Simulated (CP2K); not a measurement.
CP2K run on AgNO3 (R3m, 5 atoms in the cell): self-consistent single point.

Method of the run: CP2K 2026.2 with PBEsol, GPW, DZVP-MOLOPT-PBE-GTH basis, GTH-PBE potentials (POTENTIAL_UZH).

The change in words: lattice scaled by 0.98. Reference geometry:
```yaml
crystal:
  lattice:
    - [4.05053, 0.00000, 0.00000]
    - [0.89572, 3.95025, 0.00000]
    - [0.89572, 0.71536, 3.88494]
  atoms:
    - { symbol: Ag, position: [0.99804, 0.99804, 0.99804] }
    - { symbol: N, position: [0.57411, 0.57411, 0.57411] }
    - { symbol: O, position: [0.43488, 0.43488, 0.85948] }
    - { symbol: O, position: [0.85948, 0.43488, 0.43488] }
    - { symbol: O, position: [0.43488, 0.85948, 0.43488] }
```

Reference input (self-consistent single point, DFT PBEsol, GPW, DZVP-MOLOPT-PBE-GTH basis, GTH-PBE potentials (POTENTIAL_UZH)): CUTOFF = 500 Ry; REL_CUTOFF = 60 Ry; SMEAR/METHOD = FERMI_DIRAC; ELECTRONIC_TEMPERATURE = 116.05 K; KPOINTS/SCHEME = MONKHORST-PACK 6 6 6; GAMMA_CENTERED = T; XC_FUNCTIONAL = PBE:PBESOL; Ag/BASIS_SET = DZVP-MOLOPT-PBE-GTH-q11; Ag/POTENTIAL = GTH-PBE-q11; N/BASIS_SET = DZVP-MOLOPT-PBE-GTH-q5; N/POTENTIAL = GTH-PBE-q5; O/BASIS_SET = DZVP-MOLOPT-PBE-GTH-q6. This run's input differs from it in these lines:

```diff
@@ -67,5 +67,5 @@
     &CELL
-      A 4.05053100 0.00000000 0.00000000
-      B 0.89572400 3.95025100 0.00000000
-      C 0.89572400 0.71535600 3.88493800
+      A 3.96952100 0.00000000 0.00000000
+      B 0.87781000 3.87124600 0.00000000
+      C 0.87780900 0.70104900 3.80724000
       PERIODIC XYZ
```

Output, abridged:

```
 SCF WAVEFUNCTION OPTIMIZATION

  Step     Update method      Time    Convergence         Total energy    Change
     1 NoMix/Diag. 0.20E+00      -     0.67442924       -95.2360185841 -9.52E+01
     2 Broy./Diag. 0.20E+00      -     0.07225838       -92.0213778610  3.21E+00
     3 Broy./Diag. 0.20E+00      -     0.09541153       -93.5596795892 -1.54E+00
     4 Broy./Diag. 0.20E+00      -     0.02520491       -94.7069929553 -1.15E+00
     5 Broy./Diag. 0.20E+00      -     0.00498175       -94.8252578519 -1.18E-01
     6 Broy./Diag. 0.20E+00      -     0.00527699       -94.7710725200  5.42E-02
   [... 5 lines left out ...]
    12 Broy./Diag. 0.20E+00      -     0.00002083       -94.7351813383 -1.35E-05
    13 Broy./Diag. 0.20E+00      -     0.00000245       -94.7352180120 -3.67E-05
    14 Broy./Diag. 0.20E+00      -     0.00000268       -94.7351878051  3.02E-05
    15 Broy./Diag. 0.20E+00      -     0.00000060       -94.7351849191  2.89E-06
  *** SCF run converged in    15 steps ***

  Overlap energy of the core charge distribution:               0.00000003494762
  Self energy of the core charge distribution:               -209.08273120488528
  Core Hamiltonian energy:                                     63.51966203326018
  Hartree energy:                                              69.49765993545743
  Exchange-correlation energy:                                -18.66977571792243
  Electronic entropic energy:                                  -0.00000000000000
  Fermi energy:                                                 0.16270601713716

  Total energy:                                               -94.73518491914248
  Total energy (extrapolated to T->0):                        -94.73518491914248

   [... lines left out ...]

 STRESS| Analytical stress tensor [bar]
 STRESS|                        x                   y                   z
 STRESS|      x        1.33189571540E+05  -9.41349996272E+04  -7.83836497214E+04
 STRESS|      y       -9.41349996272E+04   1.75880061831E+05  -6.26000060869E+04
 STRESS|      z       -7.83836497214E+04  -6.26000060869E+04   1.98933540727E+05
 STRESS| 1/3 Trace                                             1.69334391366E+05
```

The run converged in 15 iterations. Against the reference run the free energy rises by 54.7 meV/atom, the pressure goes from 7.14 to 16.93 GPa, the largest force goes from 2.529 to 4.567 eV/Å and the gap on the mesh goes from 1.517 to 1.463 eV.

The starting cell comes from a database of computed structures (which also holds hypothetical and non-ambient phases and stackings), without a prior relaxation at this level. Its lattice was rescaled by a random factor within 2.5 % of one. For this run, on top of that: lattice scaled by 0.98. Values carry the incompleteness of an atom-centred basis. The potentials were made for another functional than the one used. With a pressure of about 17 GPa the cell is away from its equilibrium volume at this level. Forces in this geometry exceed 1 eV/Å.

Cost on one core of a shared machine: roughly 60 s.
